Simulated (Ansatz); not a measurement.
An Ansatz (a quantum-chemistry and plane-wave program) input (r2SCAN in Ansatz (plane waves to 500 eV, PAW, spin-orbit coupling left out), earlier PAW set):

Ansatz 0.2 input:
```yaml
crystal:
  lattice:
    - [4.9796730973, 0, 0]
    - [0, 4.9796730973, 0]
    - [0, 0, 6.916644242]
  atoms:
    - { symbol: Si, position: [0.3024485939, 0.3024485939, 0] }
    - { symbol: Si, position: [0.8024485939, 0.1975514061, 0.75] }
    - { symbol: Si, position: [0.1975514061, 0.8024485939, 0.25] }
    - { symbol: Si, position: [0.6975514061, 0.6975514061, 0.5] }
    - { symbol: O, position: [0.2381649446, 0.1092755795, 0.1814430667] }
    - { symbol: O, position: [0.7381649446, 0.3907244205, 0.5685569333] }
    - { symbol: O, position: [0.2618350554, 0.6092755795, 0.0685569333] }
    - { symbol: O, position: [0.7618350554, 0.8907244205, 0.6814430667] }
    - { symbol: O, position: [0.8907244205, 0.7618350554, 0.3185569333] }
    - { symbol: O, position: [0.3907244205, 0.7381649446, 0.4314430667] }
    - { symbol: O, position: [0.6092755795, 0.2618350554, 0.9314430667] }
    - { symbol: O, position: [0.1092755795, 0.2381649446, 0.8185569333] }
basis: { ecutwfc: 500, ecutrho_ratio: 4, xc_grid: 4, fft_grid_basis: typed }
kpoints: { mp_grid: { grid: [6, 6, 4] } }
hamiltonian:
  xc: r2scan
  dispersion: none
  pseudopotentials: { azcp: { folder: ./paw }, kind: paw }
scf: { occupations: { method: fermi_dirac, width: 0.05 }, convergence: { dr2_threshold: 0.0000000012 } }
output: { forces: true, stress: true }
```

Q: Which symmetry and how many k-points will the program report, and about how many plane waves at Γ?

A: Space group P41212 (ITA 92) with 8 operations, k-points 30 of 144, and 4325 plane waves at Γ.

Whether these cells are dynamically stable was not tested. The cell is SiO₂ (space group P4_12_12, No. 92).
